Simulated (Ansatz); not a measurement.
HfB2, response to strain

Start from HfB₂ (space group P6/mmm, No. 191; a = 3.146 Å, c = 3.486 Å; relaxed with 0.1 eV smearing). Axes: x lies along a and z along c of the hexagonal cell.

Strains are applied to the cell and any free atomic positions relax; under biaxial strain the out-of-plane vector relaxes too.

The values are results of PBE (Ansatz, an electronic-structure program, PAW, spin-orbit coupling left out), not measurements.

Notes on the quantities. in-plane stress: mean in-plane stress (compression positive).

```csv
case,out-of-plane strain,in-plane stress,shortest interatomic distance
base,–,–,1.816 Å
"biaxial strain −3.00 %, plane normal [001], relaxed out of plane",+1.69 %,+19.9 GPa,1.762 Å
"biaxial strain −2.00 %, plane normal [001], relaxed out of plane",+1.11 %,+12.8 GPa,1.780 Å
"biaxial strain −1.00 %, plane normal [001], relaxed out of plane",+0.55 %,+6.2 GPa,1.798 Å
"biaxial strain −0.50 %, plane normal [001], relaxed out of plane",+0.27 %,+3.0 GPa,1.807 Å
"biaxial strain +1.00 %, plane normal [001], relaxed out of plane",-0.54 %,-5.7 GPa,1.834 Å
"biaxial strain +1.50 %, plane normal [001], relaxed out of plane",-0.81 %,-8.4 GPa,1.843 Å
"biaxial strain +2.00 %, plane normal [001], relaxed out of plane",-1.08 %,-11.0 GPa,1.852 Å
"biaxial strain +2.50 %, plane normal [001], relaxed out of plane",-1.35 %,-13.4 GPa,1.862 Å
"biaxial strain +3.00 %, plane normal [001], relaxed out of plane",-1.62 %,-15.8 GPa,1.871 Å
```

Whether these cells are dynamically stable was not tested. All final runs are without spin polarisation.
